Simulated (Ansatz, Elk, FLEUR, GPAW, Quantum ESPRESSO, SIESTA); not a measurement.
## Code comparison for Cu3Sn (Fm-3m, 4 atoms in the cell)

Self-consistent single point, at a second geometry (lattice scaled by 0.98). First geometry:

```yaml
crystal:
  lattice:
    - [0.00000, 3.10029, 3.10029]
    - [3.10029, 0.00000, 3.10029]
    - [3.10029, 3.10029, 0.00000]
  atoms:
    - { symbol: Cu, position: [0.50000, 0.50000, 0.50000] }
    - { symbol: Cu, position: [0.75000, 0.75000, 0.75000] }
    - { symbol: Cu, position: [0.25000, 0.25000, 0.25000] }
    - { symbol: Sn, position: [0.00000, 0.00000, 0.00000] }
```

Shared settings, as Ansatz (an electronic-structure program) writes them: kpoints.mp_grid.grid = 9 9 9; scf.occupations.method = fermi_dirac; scf.occupations.width = 0.0073 Ry. Potentials and cutoffs stand in the table.

```json
[
 {"code": "Ansatz", "model": "PBEsol, PAW files made with PBE", "ΔF from the first geometry (meV/atom)": "-26.0", "pressure (GPa)": "-1.47", "cutoff": "default"},
 {"code": "FLEUR", "model": "PBEsol, all-electron FLAPW (FLEUR), scalar-relativistic valence", "ΔF from the first geometry (meV/atom)": "-25.5", "pressure (GPa)": "–", "cutoff": "Kmax 4.2 1/bohr"},
 {"code": "Quantum ESPRESSO", "model": "PBEsol, PSlibrary PAW (PBE) pseudopotentials", "ΔF from the first geometry (meV/atom)": "-24.5", "pressure (GPa)": "-2.19", "cutoff": "55 Ry"},
 {"code": "SIESTA", "model": "GGA PBEsol, numerical atomic orbitals TZP, PseudoDojo PBEsol standard norm-conserving potentials (rewritten from UPF to PSML)", "ΔF from the first geometry (meV/atom)": "-24.5", "pressure (GPa)": "-0.56", "cutoff": "grid 400 Ry"},
 {"code": "GPAW", "model": "PBEsol, GPAW PAW datasets PBEsol (made by gpaw-setup)", "ΔF from the first geometry (meV/atom)": "-21.8", "pressure (GPa)": "-1.17", "cutoff": "800 eV"},
 {"code": "Elk", "model": "PBEsol, all-electron FP-LAPW, Elk's shipped species files, APW+lo basis with extra local orbitals", "ΔF from the first geometry (meV/atom)": "-26.6", "pressure (GPa)": "–", "cutoff": "rgkmax 7.5"}
]
```

For Quantum ESPRESSO (by 1.0 GPa) and GPAW (by 0.5 GPa) the energy change implies a higher mean pressure, against the two pressures, than for the other programs: a sign of finite-basis (Pulay) stress.

A dash marks a value that a program does not give, or that is left out as unsure.

On Ansatz's run: spin polarisation is off.

The spread over the programs that give each value: ΔF from the first geometry within 4.8 meV/atom; pressure within 1.63 GPa.

SIESTA uses small atom-centred bases, whose incompleteness enters pressures, forces and empty levels differently from a plane-wave cutoff. FLEUR and Elk treat all electrons, but the usual bases taken here (sphere radii, linearisation, local orbitals, empty states) were not tested for convergence, so the values are no reference for the others. Ansatz's pressure is given at a fixed set of plane waves, as the other plane-wave codes print theirs; with its correction for the finite basis it is -1.38 GPa.

The starting cell comes from a database of computed structures (which also holds hypothetical and non-ambient phases and stackings), without a prior relaxation at this level. Its lattice was rescaled by a random factor within 2.5 % of one. For this run, on top of that: lattice scaled by 0.98.

Keys are those of Ansatz 0.2.
